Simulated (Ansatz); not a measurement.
**Mg3Sb2 (space group P-3m1, No. 164)**

Mg$_{3}$Sb$_{2}$ is modelled in the trigonal space group P-3m1 (No. 164), Pearson symbol hP5. Cell: a = b = 4.596 Å, c = 7.272 Å, α = β = 90.00°, γ = 120.00°. Sb on 2d has 4 Mg at 2.847–2.956 Å and 3 Mg at 3.120 Å. Mg1 on 1a has 6 Sb at 3.120 Å (octahedral). Mg2 on 2d is coordinated by 4 Sb at 2.847–2.956 Å (tetrahedral). (Neighbours: up to the widest gap in distance over summed covalent radii, below 1.35, at either atom; cation-cation and far metal-metal contacts left out.)

The values are results of plane-wave PAW DFT at the PBE level (Ansatz, a program for electronic structure, 420 eV), no SOC, earlier PAW set, not measurements. Γ-centred 12×12×7 mesh, Fermi–Dirac width 0.05 eV.

```yaml
volume_per_atom: 26.60 Å³
density: 3.95 g/cm³
band_gap: 0.15 eV, indirect, Γ → k = (0, 0.417, 0.286) in the run's primitive reciprocal basis
hole_mass: 0.061 mₑ along c, 1.1 mₑ across
total_energy: -3748.489 eV/atom (σ→0; compares only within this code and set-up)
```

With Sb present, leaving out spin-orbit coupling can change the band edges. Masses are band curvatures over ±0.01 Å⁻¹ around the edge. Stability against distortions was not tested. The zero or small gap of Mg3Sb2 can change with the level of theory.
